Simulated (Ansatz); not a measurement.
System: AlB2-type ZrB2. Method: r²SCAN+rVV10 (Ansatz, a first-principles code, PAW).

Settings: plane-wave cutoff 600 eV, 18×18×12 k mesh (along the axes of the cell as run), Fermi–Dirac smearing 0.1 eV, finite displacements, scalar-relativistic PAW data made under PBE.

Computed at the level's own relaxed cell.

Harmonic phonon frequencies (cm⁻¹; i marks an imaginary mode):

| q point | frequencies |
|---|---|
| Γ | 0 0 0 458 458 477 557 781 781 |
| M | 231 235 296 524 536 543 696 704 741 |
| A | 213 213 238 411 411 501 632 787 787 |

No imaginary mode appears at these points.
